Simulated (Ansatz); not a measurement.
**ZrGeSe (P4/nmm): resistivity and electron-phonon coupling**

Data:

```yaml
crystal:
  lattice:
    - [3.68585, 0.00000, 0.00000]
    - [0.00000, 3.68585, 0.00000]
    - [0.00000, 0.00000, 8.24072]
  atoms:
    - { symbol: Zr, position: [0.00000, 0.50000, 0.73642] }
    - { symbol: Zr, position: [0.50000, 0.00000, 0.26358] }
    - { symbol: Ge, position: [0.00000, 0.00000, 0.00000] }
    - { symbol: Ge, position: [0.50000, 0.50000, 0.00000] }
    - { symbol: Se, position: [0.50000, 0.00000, 0.61993] }
    - { symbol: Se, position: [0.00000, 0.50000, 0.38007] }
```

Method: PBEsol, DFPT electron-phonon coupling, linearised Boltzmann equation (plane waves, PAW, scalar-relativistic; Ansatz, a first-principles code). How the cell was made: relaxed with this functional, without spin-orbit coupling.

resistivity at 300 K: 14.5 (x), 14.5 (y), 104 (z) μΩ·cm
electron mean free path at 300 K (weighted by the current that each state carries): 21 (x), 21 (y), 14.5 (z) nm

A metal at this level (no band gap). Only scattering by harmonic phonons is included (no impurities, grain boundaries, electron-electron scattering or thermal expansion). Spin-orbit coupling is left out. Halving the electron mesh (24x24x12) moves the resistivity by up to 14 % at 300 K, the mean free path by up to 5 %. Smearing 0.20 eV; phonons on a 4x4x2 q mesh, which this run doesn't test.

Formula and space group known from diffraction (Crystallography Open Database), not checked to be the room-temperature form: ZrGeSe (P4/nmm).
